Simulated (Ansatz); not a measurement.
Base system: BeSe in the zinc blende structure (space group F-43m, No. 216; a = 5.178 Å). Axes: x, y, z lie along the cube axes.

Level of theory: Ansatz (a first-principles code), PBE, PAW, cutoff 420 eV, no spin-orbit coupling.

One thing is altered: an isotropic linear strain of +3.00 %, atoms relaxed at fixed cell.

Problem. Predict the stress tensor and what it implies for the stiffness.

Solution. Stress of the strained cell less that of the base (GPa, compression positive):
```
  -5.61    0.00    0.00
   0.00   -5.61    0.00
   0.00    0.00   -5.61
```

Then B = −ΔP/(ΔV/V₀) with ΔV/V₀ = 0.0927 gives secant stiffness values (nonlinear terms included at this strain): B ≈ 60 GPa.

As a check, the harmonic strain energy −½ V₀ Δσ:ε is 27 meV/atom; the computed energy rise is 30 meV/atom.

Whether these cells are dynamically stable was not tested.
